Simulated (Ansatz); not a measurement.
Base system: InP in the zinc blende structure (space group F-43m, No. 216; a = 5.907 Å). Axes: x, y, z lie along the cube axes.

The change: uniaxial stress, 3 GPa tension along x; all other stress components relax to zero.

Levels (all Ansatz, a quantum-chemistry and plane-wave program, PAW, earlier PAW set): r2SCAN (500 eV, without spin-orbit coupling); HSE06 (420 eV, no spin-orbit coupling); HSE06+SOC (420 eV, with spin-orbit coupling).

One geometry, relaxed with r2SCAN, under each level:

The valence-band top lists the three highest levels at Γ (Kramers pairs under SOC), from the VBM.

```tsv
level	band gap	lowest conduction level above the VBM at special points	valence-band top at Γ
r2SCAN	0.82 eV	Γ 0.82 eV; N 1.60 eV; X 1.86 eV	0.00, 0.00, -0.32 eV
HSE06	1.14 eV	Γ 1.14 eV; N 1.99 eV; X 2.22 eV	–
HSE06+SOC	1.11 eV	Γ 1.11 eV; N 1.95 eV; X 2.18 eV	0.00, -0.06, -0.37 eV
```

Single points use the geometry relaxed with r2SCAN. The spin-orbit shifts are approximate. Load acts through the strain it causes; cell and atoms are relaxed under it. Stability under load was not tested beyond the relaxation. Labels are those of the standard path for the cell's own space group.
